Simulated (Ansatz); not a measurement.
Start from SnTe in the rock salt structure (space group Fm-3m, No. 225).

```xyz
2
Lattice="0.0000 3.1848 3.1848 3.1848 0.0000 3.1848 3.1848 3.1848 0.0000" Properties=species:S:1:pos:R:3 pbc="T T T"
Te     0.0000     0.0000     0.0000
Sn     3.1848     3.1848     3.1848
```

Cartesian axes are those of the cell as printed.

Calculations: r2SCAN (Ansatz, a first-principles code), without spin-orbit coupling.

Base values:

- Band gap = 0.13 eV

One thing is altered: tensile biaxial strain of 1.55 % in the plane normal to [001], as in epitaxy on a mismatched substrate; the out-of-plane cell vector and the atoms relax.

Task: Predict the new ratio −ε⊥/ε∥.

Result: The ratio −ε⊥/ε∥ amounts to 0.05.

Task: Estimate the effect on the band gap.

Result: The band gap increases by 0.07 eV (0.13 eV → 0.20 eV).

Task: Predict the new energy relative to the base.

Result: The energy grows by 5.9 meV/atom.

Task: Predict the new in-plane stress.

Result: The mean in-plane stress (compression positive) is -1.8 GPa.

With Te present, leaving out spin-orbit coupling can change the band edges. Stability against distortions was not tested. A zero or small gap of SnTe can be the functional's error rather than a property of the material.
